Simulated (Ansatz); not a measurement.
**TiAl (P-6m2, No. 187, 2 atoms in the cell; start mp-1217008; a measured phase of this formula has another space group)**

These are r²SCAN (PAW; Ansatz, an electronic-structure program) values and carry that method's errors.

Settings: plane-wave cutoff 560 eV, 24×24×12 k mesh (along the axes of the cell as run), Fermi–Dirac smearing 0.05 eV, no spin polarisation, scalar-relativistic PAW data made under PBE.

Cell (relaxed at this level):

```
AlTi
1.0
    2.87003     0.00000     0.00000
   -1.43502     2.48552     0.00000
    0.00000     0.00000     4.63092
Ti Al
1 1
Direct
  0.00000   0.00000   0.00000
  0.33333   0.66667   0.50000
```

| Property | Value |
|---|---|
| bulk modulus B0 | 113 GPa |

Note: the run has no spin polarisation, so it can have missed a magnetic state; the bulk modulus is −V dP/dV from two relaxed cells at ±2 % in volume; the relaxation could not lower the start's symmetry, so the cell can be a saddle point above a distorted one.

Computed values are for the static lattice.

A start named mp-… is a Materials Project structure, which need not be a measured phase.
